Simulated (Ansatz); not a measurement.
Effect of isotropic strain +5.69 % on SnO

The reference is SnO in the litharge type structure (space group P4/nmm, No. 129; a = 3.836 Å, c = 4.757 Å; layered, stacked along the Cartesian z axis).

One thing is altered: every lattice vector is stretched by 5.69 %, atoms relaxed at fixed cell.

Computed with Ansatz (an electronic-structure program) PBE-D3(BJ), scalar-relativistic without spin-orbit coupling, earlier PAW set. Γ-centred 12×12×10 mesh, Fermi–Dirac width 0.05 eV.

```json
[
 {"quantity": "space group", "base": "P4/nmm (No. 129)", "changed": "P4/nmm (No. 129)", "shift": "–"},
 {"quantity": "shortest interatomic distance", "base": "2.241 Å", "changed": "2.305 Å", "shift": "+0.064 Å"},
 {"quantity": "energy relative to the base (free energy F)", "base": "0 meV/atom", "changed": "+66 meV/atom", "shift": "+66 meV/atom"},
 {"quantity": "pressure (mean of the normal stresses, compression positive)", "base": "0.0 GPa", "changed": "-5.7 GPa", "shift": "-5.7 GPa"},
 {"quantity": "band gap", "base": "zero", "changed": "1.14 eV", "shift": "–"},
 {"quantity": "gap character", "base": "absent", "changed": "indirect, M–Γ (71 % along) → M", "shift": "–"}
]
```

No phonon test of stability was made. The final runs are not spin-polarised. The zero or small gap of SnO can change with the level of theory.
